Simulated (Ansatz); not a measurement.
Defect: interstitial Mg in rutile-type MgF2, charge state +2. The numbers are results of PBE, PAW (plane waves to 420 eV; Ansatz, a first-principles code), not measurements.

Settings: 72 host sites, the relaxed PBE lattice, the Γ point alone, smearing 0.01 eV, spin-restricted, no image-charge correction. Static, classical nuclei. The charge state is imposed; whether it is stable for some Fermi level was not computed. Sites that were not tried may lie lower.

Barriers: single points on a 2×2×2 k-point mesh shifted by half a step at the bands' geometries.

Relaxed starting cell (atoms counted from 1):

```
CELL_PARAMETERS angstrom
      9.39623     0.00000     0.00000
      0.00000     9.39623     0.00000
      0.00000     0.00000     9.27862
ATOMIC_POSITIONS crystal
  Mg 0.99999 0.00077 0.00059
  Mg 0.00009 0.97897 0.32740
  Mg 0.00001 0.97919 0.67373
  Mg 0.00004 0.49920 0.00064
  Mg 0.99992 0.52106 0.32756
  Mg 0.00003 0.52071 0.67366
  Mg 0.49597 0.00287 0.00045
  Mg 0.50027 0.99307 0.32980
  Mg 0.50032 0.99299 0.67118
  Mg 0.50397 0.49714 0.00056
  Mg 0.49978 0.50685 0.32997
  Mg 0.49973 0.50682 0.67124
  Mg 0.24859 0.25371 0.16430
  Mg 0.29024 0.25925 0.50068
  Mg 0.24862 0.25366 0.83694
  Mg 0.25488 0.75017 0.16396
  Mg 0.25440 0.75174 0.50057
  Mg 0.25472 0.75001 0.83712
  Mg 0.75134 0.24634 0.16417
  Mg 0.70992 0.24039 0.50049
  Mg 0.75145 0.24640 0.83678
  Mg 0.74519 0.74982 0.16398
  Mg 0.74575 0.74836 0.50060
  Mg 0.74526 0.74978 0.83713
  F  0.14616 0.15853 0.00064
  F  0.13660 0.16674 0.35637
  F  0.13645 0.16703 0.64472
  F  0.15069 0.65116 0.00064
  F  0.15054 0.66188 0.33255
  F  0.15059 0.66165 0.66853
  F  0.64993 0.15227 0.00049
  F  0.64656 0.15113 0.32596
  F  0.64654 0.15122 0.67498
  F  0.64922 0.65197 0.00054
  F  0.64995 0.65302 0.33448
  F  0.64984 0.65307 0.66666
  F  0.09590 0.40450 0.17363
  F  0.11188 0.41748 0.50047
  F  0.09600 0.40450 0.82784
  F  0.10511 0.90478 0.16388
  F  0.09952 0.90389 0.50060
  F  0.10509 0.90483 0.83722
  F  0.60713 0.40358 0.17063
  F  0.58705 0.40180 0.50061
  F  0.60724 0.40367 0.83052
  F  0.59787 0.90317 0.16460
  F  0.60252 0.90492 0.50047
  F  0.59794 0.90319 0.83639
  F  0.39277 0.09636 0.17054
  F  0.41266 0.09756 0.50058
  F  0.39278 0.09636 0.83037
  F  0.40206 0.59670 0.16476
  F  0.39760 0.59507 0.50056
  F  0.40202 0.59664 0.83646
  F  0.90407 0.09553 0.17348
  F  0.88790 0.08264 0.50054
  F  0.90404 0.09554 0.82779
  F  0.89495 0.59530 0.16384
  F  0.90040 0.59623 0.50062
  F  0.89504 0.59521 0.83716
  F  0.35006 0.34772 0.00061
  F  0.35339 0.34867 0.32625
  F  0.35330 0.34882 0.67509
  F  0.35078 0.84800 0.00047
  F  0.35021 0.84686 0.33436
  F  0.35015 0.84680 0.66675
  F  0.85379 0.34151 0.00054
  F  0.86326 0.33316 0.35642
  F  0.86352 0.33310 0.64476
  F  0.84933 0.84886 0.00057
  F  0.84945 0.83826 0.33247
  F  0.84941 0.83836 0.66867
  Mg 0.00001 0.24998 0.50027
```
Cell charge +2.

End state 1 differs by these moves (Å; atoms that move under 0.15 Å are left out):

```
atom  element     Δx     Δy     Δz
----  -------  -----  -----  -----
2          Mg   0.03   0.21   0.03
3          Mg   0.09  -0.18  -0.07
5          Mg  -0.03  -0.21   0.03
6          Mg  -0.09   0.18  -0.07
14         Mg  -0.18  -0.09  -0.07
15         Mg   0.21  -0.03   0.02
20         Mg   0.18   0.09  -0.07
21         Mg  -0.21   0.03   0.03
26          F   0.17  -0.12  -0.16
27          F   0.29  -0.27   0.20
29          F   0.03  -0.18   0.04
38          F  -0.27  -0.29   0.20
39          F  -0.12  -0.17  -0.16
45          F  -0.18  -0.03   0.04
51          F   0.18   0.03   0.04
56          F   0.27   0.29   0.20
57          F   0.12   0.17  -0.16
68          F  -0.17   0.12  -0.16
69          F  -0.29   0.27   0.20
71          F  -0.03   0.18   0.04
73         Mg   0.00   0.00   1.55
```

Task: What is the computed forward and backward barriers to end state 1 (PBE, PAW)?

Result: forward 0.45 eV, backward 0.45 eV; at the saddle point atom 73 has neighbours 4 F at 1.89 Å. The saddle point's order was not checked, and it lies on a symmetry element of the cell, where a band can be held.

End state 2 differs by these moves (Å; atoms that move under 0.08 Å are left out):

```
atom  element     Δx     Δy     Δz
----  -------  -----  -----  -----
2          Mg   0.01   0.22   0.00
3          Mg   0.02   0.21   0.00
5          Mg   0.14  -0.05  -0.10
6          Mg   0.14  -0.05   0.10
8          Mg  -0.12  -0.04  -0.12
9          Mg  -0.12  -0.04   0.13
14         Mg  -0.37  -0.07   0.00
20         Mg  -0.57  -0.85   0.00
26          F   0.13  -0.10  -0.17
27          F   0.13  -0.11   0.17
29          F   0.06  -0.04   0.05
30          F   0.06  -0.04  -0.05
32          F  -0.08  -0.10  -0.24
33          F  -0.07  -0.11   0.24
37          F   0.14   0.07  -0.10
38          F  -0.34  -0.22   0.00
39          F   0.14   0.07   0.09
41          F  -0.09   0.09   0.00
44          F   0.47  -0.33   0.01
46          F  -0.06  -0.10  -0.01
47          F   0.06   0.21   0.00
48          F  -0.06  -0.10   0.01
50          F   0.13   0.12   0.00
53          F   0.13  -0.03   0.00
56          F  -0.21   0.52   0.00
58          F   0.15   0.16   0.00
59          F  -0.07  -0.18   0.00
60          F   0.14   0.16   0.00
62          F  -0.02   0.00   0.11
63          F  -0.02   0.00  -0.11
67          F  -0.02   0.11   0.00
68          F   0.00   0.30  -0.52
69          F   0.00   0.29   0.52
71          F  -0.02   0.13   0.05
72          F  -0.02   0.13  -0.05
73         Mg  -1.38   0.98   0.00
```

Task: Give the forward and backward barriers to end state 2 at the level PBE, PAW.

Result: forward 1.10 eV, backward 0.10 eV; at the saddle point atom 73 has neighbours 2 F at 1.85, F at 1.91, F at 1.96 Å. The saddle point's order was not checked, and it lies on a symmetry element of the cell, where a band can be held.
